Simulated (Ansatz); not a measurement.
Consider interstitial H in amorphous Hf10Si10O40 (a melt-quenched model of 60 atoms), charge state +1. The step: a concerted move, in which H travels most; the atom moves 2.96 Å along (-0.16, -0.09, -0.26) of the unit cell; the moving atom starts with neighbours O at 0.98 Å and ends with O at 1.01, O at 1.54 Å. DFT values are from Ansatz (plane-wave PAW, 420 eV unless said) in a cell of 60 host sites, spin-restricted, static, with no finite-size correction. The charge state is imposed; whether it is stable for some Fermi level was not computed. Sites that were not tried may lie lower. The start lies 0.14 eV above the lowest site run (PBE). For the PBE band: the saddle point's order was not checked.

| Level | Forward barrier (eV) | Cost of the band or of the saddle's single point |
|---|---|---|
| PBE, the Γ point alone, band relaxed | 0.94 | roughly 50 core-minutes |
| PBE, a 2×2×2 k-point mesh shifted by half a step, same geometries | 0.94 | very roughly 2.7 core-minutes |
| r2SCAN at 500 eV, the Γ point alone, same geometries | ___ | very roughly 90 core-seconds |

Some entries are withheld; supply them.


- r2SCAN at 500 eV, the Γ point alone, same geometries, Forward barrier (eV): 1.02

Ansatz is a first-principles code.
